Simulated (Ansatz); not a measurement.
Functionals compared on a constructed model of the (0001) surface of hcp Os, a pseudomorphic layer of Ag in the host's stacking (bottom of the slab: a bare face, its two planes held), in Ansatz (plane waves, PAW). The structure was relaxed with PBE; the other rows are single points on it. Cutoff 420 eV (500 eV for r2SCAN).

Set-up: 7 atoms, 13.4 Å thick at the start; mesh 16x16x1; 0.1 eV smearing; dipole correction on; 2 atoms held, the rest relaxed; symmetry of the start imposed; no spin, no spin-orbit, no U. It is one candidate, not shown to be the stable structure of the face. These notes are the PBE run's.

| functional | work function of the top face (eV) | rough cost of the single point |
|---|---|---|
| PBE | 4.72 | – |
| RPBE | 4.52 | very roughly 30 core-seconds |
| r2SCAN | 4.71 | about 70 core-seconds (a rough figure) |

Ansatz is a program for electronic structure.
